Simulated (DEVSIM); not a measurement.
Structure: Schottky contact on n-type β-Ga2O3, at 350 K.

```csv
layer (left to right),material,thickness (μm),Nd (cm⁻³),τn (s),τp (s)
1,β-Ga2O3,1.00,2.7e15,6.3e-9,6.3e-9
```

Left contact: Schottky, work function 5.47 eV, emission velocity 8.3e6 cm/s. Right contact: ohmic. Voltage is applied to the left contact. Recombination: SRH at mid-gap, Auger. Mobility is constant in doping. Where it depends on doping, it is μmin + (μ − μmin)/(1 + (N/Nref)^α).

This is a model device: material constants are rounded textbook-type values typed into the input, and sizes, dopings and lifetimes were drawn at random. Values at 300 K; Nc and Nv go as T^1.5, mobilities as T to minus their exponent, the gap by Varshni's rule with the affinity fixed. The table also holds parameters that only a changed run uses.

| parameter | β-Ga2O3 |
|---|---|
| gap (eV) | 4.8 |
| affinity (eV) | 4 |
| permittivity | 10 |
| Nc (cm⁻³) | 3.7e18 |
| Nv (cm⁻³) | 5e20 |
| μn (cm²/Vs) | 160 |
| μp (cm²/Vs) | 1 |
| μn,min | 20 |
| μp,min | 0.1 |
| Nref,n | 1e18 |
| Nref,p | 1e18 |
| αn | 0.8 |
| αp | 0.8 |
| T exponent of μn | 1.8 |
| T exponent of μp | 1.5 |
| Cn (cm⁶/s) | 1e-31 |
| Cp (cm⁶/s) | 1e-31 |
| Varshni α (eV/K) | 0.0004 |
| Varshni β (K) | 600 |

DEVSIM, 1D drift-diffusion, Boltzmann statistics, complete ionisation; no tunnelling, impact ionisation, image-force lowering or self-heating. Metal contacts follow the ideal Schottky-Mott rule: no Fermi-level pinning, no interface dipoles.

Base results: potential step across the device at zero bias (V) 1.245; dark forward voltage at 100 A/cm² (V) 1.405; dark forward voltage at 1 A/cm² (V) 1.060; largest field in the device at zero bias (V/cm) 34000.

**Question.** What follows from this one change: metal work function 5.47 → 5.32 eV?

**Answer.** potential step across the device at zero bias 1.245 → 1.095 V; dark forward voltage at 100 A/cm² 1.405 → 1.255 V; dark forward voltage at 1 A/cm² 1.060 → 0.910 V; largest field in the device at zero bias little changed (32000 V/cm).

**Question.** What follows from this one change: temperature 350 → 250 K?

**Answer.** potential step across the device at zero bias 1.245 → 1.320 V; dark forward voltage at 100 A/cm² 1.405 → 1.395 V; dark forward voltage at 1 A/cm² 1.060 → 1.180 V; largest field in the device at zero bias little changed (36000 V/cm).

**Question.** What follows from this one change: thickness of layer 1 1 → 0.35 μm?

**Answer.** potential step across the device at zero bias little changed (1.245 V); dark forward voltage at 100 A/cm² 1.405 → 1.283 V; dark forward voltage at 1 A/cm² little changed (1.059 V); largest field in the device at zero bias 34000 → 44000 V/cm.
